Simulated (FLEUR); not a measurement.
FLEUR run on YMg6Al (Amm2, 8 atoms in the cell): self-consistent single point.

Level of theory: LDA (Perdew-Zunger), all-electron FLAPW (FLEUR), scalar-relativistic valence run with FLEUR.

```xyz
8
Lattice="5.0179 0.0000 0.0000 0.0000 3.2918 5.6613 0.0000 -3.2918 5.6613" Properties=species:S:1:pos:R:3 pbc="T T T"
Y      0.0000     0.0000     7.6315
Mg     2.5090    -1.6965     6.5739
Mg     2.5090     1.6965     6.5739
Mg     2.5090     0.0000     3.7653
Mg     0.0000    -1.6908     4.7375
Mg     0.0000     1.6908     4.7375
Mg     0.0000     0.0000     1.8626
Al     2.5090     0.0000     9.4081
```

Reference input (self-consistent single point, DFT, PBEsol, all-electron FLAPW (FLEUR), scalar-relativistic valence): Kmax = 3.8 1/bohr; GmaxXC = 15.2 1/bohr; xcFunctional = PBEs; jspins = 1; l_soc = F; mode = gauss; fermiSmearingEnergy = 0.00367493 Htr; mesh (inpgen div1-3) = 4 3 3; inpgen gamma flag = true; Gmax = 15.2 1/bohr; numbands = 0; maxIterBroyd = 15. This run's input differs from it in these lines:

```diff
@@ -20,3 +20,3 @@
 &comp jspins=1 /
-&exco xctyp='PBEs' /
+&exco xctyp='pz' /
 &kpt div1=4 div2=3 div3=3 gamma=t /
@@ -33,3 +33,3 @@
       <coreElectrons ctail="T" frcor="F" kcrel="0" coretail_lmax="0"/>
-      <xcFunctional name="PBEs" relativisticCorrections="F"/>
+      <xcFunctional name="pz" relativisticCorrections="F"/>
       <magnetism jspins="1"/>
```

Output, abridged:

```
 Iteration:     1   Distance:       3.48043236 me/bohr^3
 Iteration:     2   Distance:       3.11587819 me/bohr^3
 Iteration:     3   Distance:       2.11588063 me/bohr^3
 Iteration:     4   Distance:       1.43455898 me/bohr^3
 Iteration:     5   Distance:       0.87793150 me/bohr^3
   [... 12 lines left out ...]
 Iteration:    18   Distance:       0.00010226 me/bohr^3
 Iteration:    19   Distance:       0.00002433 me/bohr^3
 Iteration:    20   Distance:       0.00001081 me/bohr^3
 Iteration:    21   Distance:       0.00000781 me/bohr^3
 Reset of history
 Run finished successfully
 Stop message:
   Structural relaxation: new displacements generated

[file out, last iteration]
             iter=     22
[...]
          total density-effective poten   -7.6895923893E+03
          total charge density-energy d   -2.1710690192E+02
 Updated energy parameters for spin:           1
[...]
 fermi energy and band-weighting factors:
    0.440562

[...]
FERMIE:
          first approx. to ef    (T=0)  :   0.160566 htr   (energy of the highest occ. eigenvalue)
          number of occ. states  (T=0)  :        445
          first approx. to seigv (T=0)  : -87.360737 htr
          sum of weights of occ. states :  37.000000
          sum of semicore charge        :   0.000000 e
          fermi energy=   0.16105 har   work function=  -4.38251 ev
          number of valence electrons=  74.00000
   [... lines left out ...]
          total moment                 =     0.00000
 Direct bandgap for spin            1 :    4.1549469608685441E-003  Htr
 ---->    free energy=                     -4820.9600265311 htr
   [... lines left out ...]
 TOTAL FORCE FOR ATOM TYPE=  4  X=  0.000   Y=  3.025   Z= -1.746
                       FX_TOT= 0.000000 FY_TOT=-0.000482 FZ_TOT=-0.000001
 TOTAL FORCE FOR ATOM TYPE=  5  X=  0.000   Y=  0.000   Z=  3.520
                       FX_TOT= 0.000000 FY_TOT= 0.000000 FZ_TOT= 0.001026
 TOTAL FORCE FOR ATOM TYPE=  6  X=  4.741   Y=  0.000   Z= -3.618
                       FX_TOT= 0.000000 FY_TOT= 0.000000 FZ_TOT= 0.000259
```

The run converged in 21 iterations. FLEUR gives forces in its relaxation mode, with a further iteration, so its stop message speaks of a relaxation. Against the reference run the largest force goes from 0.062 to 0.053 eV/Å.

The starting cell comes from a database of computed structures (which also holds hypothetical and non-ambient phases and stackings), without a prior relaxation at this level. Values depend on the basis (sphere radii, cutoffs, local orbitals), which need not be converged. The log's line on a gap gives a spacing of levels on this mesh, which the program prints for metals too.

Cost on one core of a shared machine: roughly 7 min.
